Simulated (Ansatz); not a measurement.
Functionals compared on a constructed model of the (100) surface of fcc Ag, a pseudomorphic layer of In in the host's stacking (bottom of the slab: a bare face, its two planes held), in Ansatz (plane waves, PAW). The structure was relaxed with PBE; the other rows are single points on it. Cutoff 420 eV (500 eV for r2SCAN).

Slab: 7 atoms, 12.5 Å thick at the start; k 13x13x1, smearing 0.1 eV, dipole-corrected; 2 atoms held, the rest relaxed; start symmetry kept, larger cells not searched; no spin, no spin-orbit, no U. It is one candidate, not shown to be the stable structure of the face. These notes are the PBE run's.

| functional | work function of the top face (eV) | rough cost of the single point |
|---|---|---|
| PBE | 4.11 | – |
| RPBE | 3.98 | roughly 14 core-seconds |
| r2SCAN | … | very roughly 30 core-seconds |

### Question
What belongs in the gaps?

### Answer

- r2SCAN, work function of the top face (eV): 4.22

Ansatz is a first-principles code.
